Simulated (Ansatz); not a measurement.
PBE-D3(BJ) against PBEsol-D3(BJ): MoS2, pressure 75 GPa

The reference is MoS2 in the 2H-MoS2 type structure (space group P6_3/mmc, No. 194; a = 3.149 Å, c = 12.090 Å; layered, stacked along the Cartesian z axis).

(Cell as relaxed with PBE-D3(BJ).)

Levels (all Ansatz, a quantum-chemistry and plane-wave program, PAW): PBE-D3(BJ) (420 eV, no spin-orbit coupling); PBEsol-D3(BJ) (420 eV, no SOC).

Each level relaxes its own structure.

| base | PBE-D3(BJ) | PBEsol-D3(BJ) |
|---|---|---|
| volume per atom | 17.31 Å³ | 16.34 Å³ |
| lattice parameter a | 3.149 Å | 3.109 Å |
| band gap | 0.78 eV | 0.52 eV |

Modification: a hydrostatic pressure of 75 GPa.

| quantity | PBE-D3(BJ) | PBEsol-D3(BJ) |
|---|---|---|
| c/a ratio | 3.652 | 3.668 |
| shortest interatomic distance | 2.275 Å | 2.266 Å |

PBE-D3(BJ)'s c/a ratio lies 0.016 below PBEsol-D3(BJ)'s; PBE-D3(BJ)'s shortest interatomic distance lies 0.009 Å above PBEsol-D3(BJ)'s (0.4 %). Neither level is exact; PBEsol-D3(BJ) is the comparison here, not a measurement.

The mesh was chosen for an insulator and is coarse for the gapless case. Load acts through the strain it causes; cell and atoms are relaxed under it. Whether these cells are dynamically stable was not tested. Competing high-pressure phases were not computed. All final runs are without spin polarisation.
